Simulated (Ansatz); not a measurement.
Take ZnO in the wurtzite structure (space group P6_3mc, No. 186; a = 3.280 Å, c = 5.294 Å) as the base. Axes: x lies along a and z along c of the hexagonal cell.

(Cell as relaxed with PBE.)

Levels (all Ansatz, a program for electronic structure, PAW, earlier PAW set): PBE (420 eV, no spin-orbit coupling); r2SCAN (500 eV, without spin-orbit coupling).

Each level relaxes its own structure.

```
base                      PBE    r2SCAN
-------------------  --------  --------
volume per atom      12.33 Å³  11.81 Å³
lattice parameter a  328.0 pm  323.5 pm
band gap              0.74 eV   1.23 eV
```

Perturbation: tensile biaxial strain of 4.48 % in the plane normal to [001], as in epitaxy on a mismatched substrate; the out-of-plane cell vector and the atoms relax.

| quantity | PBE | r2SCAN |
|---|---|---|
| ratio −ε⊥/ε∥ | 1.00 | 1.16 |
| band gap | 0.74 eV | 1.26 eV |
| gap character | direct at Γ | direct at Γ |
| shift of the gap caused by the change | 0.00 eV | +0.03 eV |

PBE's ratio −ε⊥/ε∥ lies 0.16 below r2SCAN's; PBE's band gap lies 0.52 eV below r2SCAN's; PBE's shift of the gap caused by the change lies 0.021 eV below r2SCAN's; the two agree on the gap character. Neither level is exact; r2SCAN is the comparison here, not a measurement.

No phonon test of stability was made.
